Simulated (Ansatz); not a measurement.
Output of an Ansatz run (abridged):

```
WARN the atoms were moved onto the symmetric positions of the space group found under crystal.symmetry.tolerance 1.0e-5 (fractional …
WARN ansatz: RAYON_NUM_THREADS=1 ignored (pool sized by the plan → 1); use --threads N
Pseudopotentials: kind: paw
Pseudopotential: Zr, paw, valence charge 12
Pseudopotential: B, paw, valence charge 3
Crystal: 3 atoms, lattice volume = 31.183 Å³
Basis set: ecut = 420 eV, 575 PW (Γ), exchange–correlation on 48×48×48 points (8 copies of the dense FFT grid, shifted against one another)
Bands: 13, of which v1, the nominal top of the filled ones, is band 9 counted from 1 (8 counted from 0)
Symmetry: 24 space group operations
Space group: P6/mmm (ITA 191), of the structure as read, at distance tolerance 3.1e-5 Å
k-points: 95 of 1296
Initial density: superposition of atomic densities (neutral atoms: chi_scale 0, normalization atom), corrected by the library's trained network
Initial wavefunctions: pseudopotential atomic-orbital guess
Eigensolver: davidson
Functional: x = pbe(κ = 0.804, μ = 0.2195149727645171), c = pbe(β = 0.06672455060314922)
SCF iter   1: F=—  HF=-4498.725153 eV  |F-HF|=—  |Δ(HF+E_count)|=         —  Δρ=1.53e-3  dr2=5.95e-4  ethr=1.77e-3  ⟨swp⟩=4.8  Hψ=6003  notcnv=0
all-band conjugate gradients solve this SCF's bands
preconditioner: auto → none
SCF iter   2: F=—  HF=-4498.725125 eV  |F-HF|=—  |Δ(HF+E_count)|=   2.82e-5  Δρ=9.18e-4  dr2=3.11e-4  ethr=3.31e-6  ⟨swp⟩=2.1  Hψ=2691  notcnv=0
SCF iter   3: F=—  HF=-4498.725114 eV  |F-HF|=—  |Δ(HF+E_count)|=   1.09e-5  Δρ=3.73e-4  dr2=3.89e-5  ethr=1.73e-6  ⟨swp⟩=2.0  Hψ=1726  notcnv=0
SCF iter   4: F=—  HF=-4498.725117 eV  |F-HF|=—  |Δ(HF+E_count)|=   2.77e-6  Δρ=1.17e-4  dr2=2.54e-6  ethr=2.16e-7  ⟨swp⟩=2.9  Hψ=2103  notcnv=0
SCF iter   5: F=—  HF=-4498.725116 eV  |F-HF|=—  |Δ(HF+E_count)|=   4.49e-7  Δρ=7.01e-5  dr2=1.08e-6  ethr=1.41e-8  ⟨swp⟩=2.0  Hψ=2110  notcnv=0
SCF iter   6: F=—  HF=-4498.725116 eV  |F-HF|=—  |Δ(HF+E_count)|=   3.88e-7  Δρ=2.52e-5  dr2=1.36e-7  ethr=6.00e-9  ⟨swp⟩=2.7  Hψ=2079  notcnv=0
SCF iter   7: F=-4498.725116 eV  HF=-4498.725116 eV  |F-HF|=7.92e-9  |Δ(HF+E_count)|=   5.00e-8  Δρ=7.23e-6  dr2=1.04e-8  ethr=5.56e-10  ⟨swp⟩=4.0  Hψ=3602  notcnv=0
SCF 1 converged in 7 iterations: F = -4498.725116 eV  dr2 = 1.04e-8
SCF converged after 7 iterations
Free energy (F): -4498.725116 eV
Harris-Foulkes:  -4498.725116 eV  (|F-HF|=7.92e-9)
Internal energy: -4498.717063 eV  (E = F + TS)
E sigma→0 (E₀):  -4498.721089 eV
Entropy (-TS):   -0.008053 eV (-2.684 meV/atom)
Fermi energy:    15.594748 eV
--- Per-component energies (eV) ---
  E_band       = -29.435273
  E_kinetic    = 433.882441
  E_local      = -563.589106  (includes V_loc(G=0)·N_el)
  E_nonlocal   = 100.467069
  E_hartree    = 177.905100
  E_xc         = -228.534248
  E_vxc        = -270.794087  (∫ρ·V_xc dr)
  E_paw        = -3110.823483  (= ΣΔE_a)
  E_vpaw       = -85.209501  (= ΣTr[D̂ρ^β])
  E_aug_tail   = 0.000016  (compensation charges beyond the density's cutoff)
  E_ewald      = -1308.024852
  E_smearing   = -0.008053  (= −TS)
  E_closure    = -0.000000  (closes the sum)
  Σ components = -4498.725116   (vs F -4498.725116, Δ=0.00e0)
--- Forces (eV/Å), atoms counted from 1 ---
  atom   1  Zr     0.00000000     0.00000000     0.00000000
   [... zero for the other atoms too ...]
  max |Σ_I F_I| component: 3.70e-17 eV/Å
--- Stress (GPa, compression-positive) ---
       -3.036391       0.000000       0.000000
       -0.000000      -3.036391       0.000000
        0.000000       0.000000      -1.624832
  P = ⅓ Tr σ = -2.5659 GPa (-25.659 kbar)
  The stress holds the Pulay correction. Without it, at fixed plane waves, as pw.x and ABINIT print it: P = -2.7555 GPa
--- Band table (eV; the first three rows and the last of 95) ---
  k-point 0: bands = ["-33.1085", "-11.2882", "-10.7571", "-10.7571", "2.9009", "12.9567", "12.9567", "13.0145", "13.2194", "18.8953", "18.8953", "19.6737", "19.6737"]
  k-point 1: bands = ["-33.1064", "-11.3300", "-10.7543", "-10.7543", "3.0781", "11.9218", "13.0711", "13.0711", "14.2535", "18.0866", "18.0866", "19.3081", "19.3081"]
  k-point 2: bands = ["-33.1010", "-11.4340", "-10.7471", "-10.7471", "3.5666", "10.6970", "13.4070", "13.4070", "15.3697", "17.0531", "17.0531", "18.4144", "18.4144"]
  k-point 94: bands = ["-32.9694", "-11.3650", "-11.3318", "-11.3318", "6.9010", "6.9010", "10.5893", "12.8913", "12.8913", "19.5535", "21.2092", "21.2092", "22.1060"]
```

The structure:

```
CELL_PARAMETERS angstrom
      1.59292    -2.75903     0.00000
      1.59292     2.75903     0.00000
      0.00000     0.00000     3.54765
ATOMIC_POSITIONS crystal
  Zr 0.00000 0.00000 0.00000
  B  0.33333 0.66667 0.50000
  B  0.66667 0.33333 0.50000
```

Problem. Write an input that gives this output.

Solution. Other spellings and defaults could give the same log, and not every line can be read from it. The input that was run (DFT, PBE, plane waves, default PAW files):

Ansatz 0.2 input:
```yaml
crystal:
  lattice:
    - [1.592925, -2.759027, 0.000000]
    - [1.592925, 2.759027, 0.000000]
    - [0.000000, 0.000000, 3.547650]
  atoms:
    - { symbol: Zr, position: [0.000000, 0.000000, 0.000000] }
    - { symbol: B, position: [0.333333, 0.666667, 0.500000] }
    - { symbol: B, position: [0.666667, 0.333333, 0.500000] }
basis:
  ecutwfc: 420.0 eV
kpoints:
  mp_grid: { grid: [12, 12, 9] }
hamiltonian:
  xc: pbe
  pseudopotentials: { kind: paw }
scf:
  occupations: { method: fermi_dirac, width: 0.1 eV }
output:
  forces: true
  eigenvalues: true
  stress: true
```

The starting cell has typed, rounded lattice constants, without a prior relaxation at this level. Its lattice was rescaled by up to half a per cent. Ansatz's pressure includes its estimate of the finite-basis (Pulay) stress.

Ansatz is a quantum-chemistry and plane-wave program.
